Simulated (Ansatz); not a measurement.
Consider Zr in the hcp (Mg type) structure (space group P6_3/mmc, No. 194; a = 3.182 Å, c = 5.124 Å; relaxed with 0.1 eV smearing). Axes: x lies along a and z along c of the hexagonal cell.

Structures relaxed with PBEsol, PAW, 420 eV (Ansatz, a quantum-chemistry and plane-wave program; spin-orbit coupling left out).

Base:

Simulated powder pattern, Co Kα, λ = 1.79026 Å (kinematic, ideal powder, no thermal factors, no anomalous dispersion; the 14 strongest lines at most, above 2 %, up to 2θ = 90°):

| 2θ (°) | I/Imax (%) | hkl |
|---|---|---|
| 37.90 | 24 | (100) |
| 40.90 | 26 | (002) |
| 43.28 | 100 | (101) |
| 56.99 | 15 | (102) |
| 68.46 | 17 | (110) |
| 76.14 | 20 | (103) |
| 81.02 | 2.8 | (200) |
| 82.94 | 21 | (112) |
| 84.54 | 15 | (201) |
| 88.67 | 3.1 | (004) |

Modification: tensor shear ε_xz = +1.71 % (engineering shear γ = 0.0342); the atoms relax in the strained cell.

After the change:

Simulated powder pattern, Co Kα, λ = 1.79026 Å (kinematic, ideal powder, no thermal factors, no anomalous dispersion; the 14 strongest lines at most, above 2 %, up to 2θ = 90°):

```csv
2θ (°),I/Imax (%),hkl
37.91,70,(100)
40.92,75,(002)
42.73,100,(101)
43.29,97,(011)
43.86,93,(1 0 -1)
56.09,15,(102)
68.47,34,(110)
68.50,17,(2 -1 0)
74.98,20,(103)
76.16,19,(013)
77.36,18,(1 0 -3)
82.18,21,(112)
83.74,20,(1 1 -2)
84.54,24,(-2 1 2)
```

The indices refer to the base's conventional cell; one index is shown for lines that coincide. The space group is now C2/c (No. 15).

No phonon test of stability was made. The final runs are not spin-polarised.
